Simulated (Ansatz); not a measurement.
# Pressure series in Ru

Take Ru in the hcp (Mg type) structure (space group P6_3/mmc, No. 194; a = 2.692 Å, c = 4.246 Å) as the base.

Cell and atoms are relaxed at each pressure.

The values are results of PBEsol, PAW, 420 eV (Ansatz, a first-principles code; without spin-orbit coupling), not measurements.

Two rows of this table had their results exchanged by mistake.

| pressure | volume per atom (Å³) | shortest distance (Å) | band gap |
|---|---|---|---|
| pressure −2 GPa | 13.40 | 2.636 | zero |
| pressure −1 GPa | 13.36 | 2.633 | zero |
| pressure 3 GPa | 13.21 | 2.624 | zero |
| pressure 7 GPa | 13.07 | 2.615 | zero |
| pressure 15 GPa | 11.92 | 2.539 | zero |
| pressure 30 GPa | 12.39 | 2.570 | zero |
| pressure 50 GPa | 12.81 | 2.598 | zero |
| pressure 75 GPa | 11.45 | 2.507 | zero |
| pressure 100 GPa | 11.06 | 2.479 | zero |

**Question.** Which two?

**Answer.** The rows for pressure 15 GPa and pressure 50 GPa: the volume has to fall steadily with pressure, so 12.81 Å³ belongs to pressure 15 GPa and 11.92 Å³ to pressure 50 GPa.

Load acts through the strain it causes; cell and atoms are relaxed under it. No phonon test of stability was made. Competing high-pressure phases were not computed. The final runs are not spin-polarised.
